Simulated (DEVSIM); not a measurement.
System: Au/La2O3/p-Si capacitor, at 250 K.

| layer (left to right) | material | thickness (nm) | Na (cm⁻³) |
|---|---|---|---|
| 1 | La2O3 | 15.0 | - |
| 2 | Si | 18000 | 1e15 |

Metal gate on the left, work function 5.1 eV. Fixed charge at the semiconductor interface 0 cm⁻² (in units of +e); no interface traps.

Constants are typed, rounded textbook-type inputs, not results; the design itself was drawn at random and stands for no fabricated device. Values at 300 K; Nc and Nv go as T^1.5, mobilities as T to minus their exponent, the gap by Varshni's rule with the affinity fixed.

```
parameter         La2O3        Si
----------------  -----  --------
gap (eV)            5.8     1.124
affinity (eV)       1.8      4.05
permittivity         27      11.7
Nc (cm⁻³)             -   2.86e19
Nv (cm⁻³)             -    3.1e19
Varshni α (eV/K)      -  0.000473
Varshni β (K)         -       636
```

Model (solved in DEVSIM): 1D Poisson equation in equilibrium, Boltzmann statistics, complete ionisation; no quantum confinement or tunnelling. Metal contacts follow the ideal Schottky-Mott rule: no Fermi-level pinning, no interface dipoles.

The La2O3 thickness was swept, all else fixed.

| La2O3 thickness (μm) | capacitance of the dielectric stack (μF/cm²) |
|---|---|
| 0.006 | 3.98 |
| 0.0083 | 2.88 |
| 0.01 | 2.39 |
| 0.013 | 1.84 |
| 0.015 | 1.59 |
| 0.018 | 1.33 |

From the first row to the last the capacitance of the dielectric stack goes from 3.98 to 1.33.
